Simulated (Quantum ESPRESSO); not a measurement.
Checking a run of Quantum ESPRESSO on K3SbI6 (Fm-3m, 10 atoms in the cell). The aim is a self-consistent single point with DFT, PBEsol, plane waves, PseudoDojo standard norm-conserving (PBESOL) pseudopotentials.

The input file:

```fortran
&control
  calculation = 'scf'
  prefix = 'pwscf'
  outdir = './tmp/'
  pseudo_dir = './'
  tprnfor = .true.
  tstress = .true.
/
&system
  ibrav = 2
  A = 12.5087160000
  nat = 10
  ntyp = 3
  ecutwfc = 80
  occupations = 'smearing'
  smearing = 'gauss'
  degauss = 0.0036749
  tot_charge = -1
/
&electrons
  conv_thr = 1e-10
/
ATOMIC_SPECIES
K     39.0983  K.upf
Sb   121.7600  Sb.upf
I    126.9045  I.upf
ATOMIC_POSITIONS crystal
K     0.7500000000    0.7500000000    0.7500000000
K     0.2500000000    0.2500000000    0.2500000000
K     0.5000000000    0.5000000000    0.5000000000
Sb    0.0000000000    0.0000000000    0.0000000000
I     0.7629300000    0.2370700000    0.2370700000
I     0.2370700000    0.7629300000    0.7629300000
I     0.2370700000    0.7629300000    0.2370700000
I     0.7629300000    0.2370700000    0.7629300000
I     0.2370700000    0.2370700000    0.7629300000
I     0.7629300000    0.7629300000    0.2370700000
K_POINTS automatic
2 2 2  0 0 0
```

Output (repeated stretches shortened):

```
     G-vector sticks info
     --------------------
     sticks:   dense  smooth     PW     G-vecs:    dense   smooth      PW
     Sum        6157    6157   1639               319307   319307   43655

     bravais-lattice index     =            2
     lattice parameter (alat)  =      23.6380  a.u.
   [... lines left out ...]
         3        K      tau(   3) = (  -0.5000000   0.5000000   0.5000000  )
         4        Sb     tau(   4) = (   0.0000000   0.0000000   0.0000000  )
         5        I      tau(   5) = (  -0.5000000   0.2370700   0.5000000  )
         6        I      tau(   6) = (  -0.5000000   0.7629300   0.5000000  )
         7        I      tau(   7) = (  -0.2370700   0.5000000   0.5000000  )
         8        I      tau(   8) = (  -0.7629300   0.5000000   0.5000000  )
         9        I      tau(   9) = (  -0.5000000   0.5000000   0.2370700  )
        10        I      tau(  10) = (  -0.5000000   0.5000000   0.7629300  )

     number of k points=     3  Gaussian smearing, width (Ry)=  0.0037
                       cart. coord. in units 2pi/alat
        k(    1) = (   0.0000000   0.0000000   0.0000000), wk =   0.2500000
        k(    2) = (   0.5000000  -0.5000000   0.5000000), wk =   1.0000000
        k(    3) = (   0.0000000  -1.0000000   0.0000000), wk =   0.7500000

     Dense  grid:   319307 G-vectors     FFT dimensions: (  96,  96,  96)

     Initial potential from superposition of free atoms

     starting charge      83.9421, renormalised to      85.0000
     Self-consistent Calculation

     iteration #  1     ecut=    80.00 Ry     beta= 0.70

     Threshold (ethr) on eigenvalues was too large:
     Diagonalizing with lowered threshold

     total energy              =    -517.10600189 Ry
     estimated scf accuracy    <       0.36819936 Ry

     iteration #  2     ecut=    80.00 Ry     beta= 0.70

     total energy              =    -517.11762094 Ry
     estimated scf accuracy    <       0.81245134 Ry

     iteration #  3     ecut=    80.00 Ry     beta= 0.70

     total energy              =    -517.28132970 Ry
     estimated scf accuracy    <       0.01744255 Ry

   [... 6 blocks of this kind left out ...]

     iteration # 10     ecut=    80.00 Ry     beta= 0.70

     total energy              =    -517.28511253 Ry
     estimated scf accuracy    <          1.3E-09 Ry

     iteration # 11     ecut=    80.00 Ry     beta= 0.70
     End of self-consistent calculation

     the Fermi energy is     4.4055 ev

!    total energy              =    -517.28511253 Ry
     estimated scf accuracy    <          3.7E-11 Ry
     smearing contrib. (-TS)   =      -0.00035089 Ry
     internal energy E=F+TS    =    -517.28476164 Ry

     convergence has been achieved in  11 iterations

     Forces acting on atoms (cartesian axes, Ry/au):

     atom    1 type  1   force =     0.00000000    0.00000000   -0.00000000
     atom    2 type  1   force =    -0.00000000   -0.00000000    0.00000000
     atom    3 type  1   force =     0.00000000    0.00000000    0.00000000
     atom    4 type  2   force =     0.00000000    0.00000000    0.00000000
   [... lines left out ...]

     Total force =     0.054379     Total SCF correction =     0.000009

          total   stress  (Ry/bohr**3)                   (kbar)     P=       31.12
   0.00021156   0.00000000   0.00000000           31.12        0.00        0.00
   0.00000000   0.00021156  -0.00000000            0.00       31.12       -0.00
   0.00000000  -0.00000000   0.00021156            0.00       -0.00       31.12

   JOB DONE.
```

Problem. Is this run sound? If not, what is wrong?

Solution. The run is not sound. The fault is an unintended net charge. A charged periodic cell changes the electron count and is neutralised by a uniform background, so energy, forces and pressure belong to another system. To fix it, remove the charge. The run converged in 11 iterations without an error; against the sound input the pressure goes from -0.01 to 3.11 GPa, the largest force goes from 0.077 to 0.571 eV/Å and no clean gap remains on the mesh (levels overlap or are partly filled), against 2.34 eV before.

The sound input it was made from differs as follows (other fixes are possible):
```diff
-  tot_charge = -1
```

With that input, the run converged in 10 iterations: free energy E − TS -7042.2093 eV; top of the valence band (on the code's own zero) 1.67 eV; gap on the k-point mesh 2.34 eV; pressure -0.01 GPa; largest force (vector length) 0.077 eV/Å (DFT, PBEsol, plane waves, PseudoDojo standard norm-conserving (PBESOL) pseudopotentials).

On the sound input: the starting cell comes from a database of computed structures (which also holds hypothetical and non-ambient phases and stackings), without a prior relaxation at this level. Its lattice was rescaled by a random factor within 2.5 % of one. Spin-orbit coupling is off.
